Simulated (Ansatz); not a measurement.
# CuI: band gap against strain

CuI (zinc blende, F-43m, 28.085 Å³/atom at rest, cube axes along x, y and z) under an equal strain ε along all three axes. PBE in Ansatz, a plane-wave DFT program (PAW, default set), 420 eV, 9×9×9 Γ-centred mesh, Fermi-Dirac smearing 0.05 eV; ions are relaxed within the symmetry of each cell. Gaps are the smallest over the k-mesh and a band path, without spin-orbit coupling; in all rows the valence edge lies at Γ and the conduction edge at Γ.

Here s stands for strain and Eg for gap.

```
strain (%)  gap (eV)
----------  --------
-3.00              ?
-1.50          1.222
-1.00          1.180
-0.50          1.140
0.00           1.101
0.50           1.063
1.00           1.026
1.50           0.991
```

Q: Using a straight line, estimate the missing Eg at s = -3.00 from the other rows, showing the fit.

A: Means: s 0, Eg 1.1033. About the means, the sum of products is -0.53900 and the sum of squares of s is 7.0000; the slope is their ratio. Least squares gives Eg = 1.1033 - 0.07700·s. Residuals (row less fit): 0.0032, -0.0003, -0.0018, -0.0023, -0.0018, -0.0003, 0.0032; standard error 0.0025 (degrees of freedom: 5). Over these rows the gap moves by -7.7 ± 0.10 eV per unit strain, or -2.6 eV per unit of ln V. At the withheld row, Eg = 1.1033 - 0.07700 × (-3.0) = 1.3343 eV. The calculation gives 1.356 eV, 0.0217 eV above the prediction (5.9 % of the range of Eg in the table). The row lies outside the fitted rows, so this is an extrapolation. From the scatter of the fitted rows alone, a prediction at this place has a standard error of 0.0040 eV, so the miss is 5.4 times that.

One order more, fitted to all 13 runs of the series, follows each within 0.001, so the miss is the next term of a smooth law. Other structures, which can take over under pressure, weren't tried. Spin-orbit coupling is left out, which can shift this property for CuI. Rows are the converged runs of the series near zero and its far end; series whose fitted rows scatter by over a few per cent of the range, as at a crossing or softening among them, aren't shown in this form. Most that stay on the fit to the last digits aren't either.
